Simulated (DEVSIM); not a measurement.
System: Schottky contact on p-type Si, at 250 K.

Layer 1 from the left is Si, thickness (μm) 1.70, Na (cm⁻³) 1.5e16, τn (s) 2.7e-5, τp (s) 2.7e-5.

Left contact: Schottky, work function 4.414 eV, emission velocity 6.1e6 cm/s. Right contact: ohmic. Voltage is applied to the left contact. Recombination: SRH at mid-gap, radiative. Mobility is constant in doping.

Constants are typed, rounded textbook-type inputs, not results; the design itself was drawn at random and stands for no fabricated device. Values at 300 K; Nc and Nv go as T^1.5, mobilities as T to minus their exponent, the gap by Varshni's rule with the affinity fixed.

Si: gap (eV) 1.124, affinity (eV) 4.05, permittivity 11.7, Nc (cm⁻³) 2.86e19, Nv (cm⁻³) 3.1e19, μn (cm²/Vs) 1417, μp (cm²/Vs) 470, T exponent of μn 2.3, T exponent of μp 2.2, B (cm³/s) 4.7e-15, Varshni α (eV/K) 0.000473, Varshni β (K) 636.

Simulated with DEVSIM: 1D drift-diffusion, Boltzmann statistics, complete ionisation; no tunnelling, impact ionisation, image-force lowering or self-heating. Metal contacts follow the ideal Schottky-Mott rule: no Fermi-level pinning, no interface dipoles.

Dark forward current:

| |V| (V) | |J| (A/cm²) |
|---|---|
| 0.05 | 4.896e-8 |
| 0.10 | 5.433e-7 |
| 0.15 | 5.532e-6 |
| 0.20 | 5.578e-5 |
| 0.25 | 0.0005608 |
| 0.30 | 0.005619 |
| 0.35 | 0.05601 |
| 0.40 | 0.5524 |
| 0.45 | 5.262 |
| 0.50 | 42.10 |
| 0.55 | 194.3 |
| 0.60 | 483.5 |
| 0.65 | 851.8 |
| 0.70 | 1261 |
| 0.75 | 1693 |
| 0.80 | 2140 |

### Question
Work out the local ideality factor n = ΔV / (kT/q · ln(J2/J1)) between the rows 0.10 and 0.15 V, 0.75 and 0.80 V.

### Answer
kT/q = 21.54 mV. From 0.10 to 0.15 V: ln(5.532e-6/5.433e-7) = 2.321, n = 1.00, near the 1 of diffusion or emission over a barrier. From 0.75 to 0.80 V: ln(2140/1693) = 0.234, n = 9.91; the layers' resistance at their doping, Σ W/(qμN) = 0.00010 Ω cm², would take 45 mV of this step of 50 mV.

### Question
Estimate the current at 0.25 V for emission alone, J0 = q v N_band exp(−φB/kT), and read the barrier back from the simulated current.

### Answer
φB = 0.772 eV, N_band = 2.36e19 cm⁻³, J0 = 6.24e-9 A/cm²; J = J0 (exp(qV/kT) − 1) = 0.000685 A/cm². The simulation gives 0.000561 A/cm²; the estimate lies 22 % above. Read backwards, the simulated current gives an apparent barrier of 0.776 eV. The estimate leaves out transport through the depletion region and minority injection.
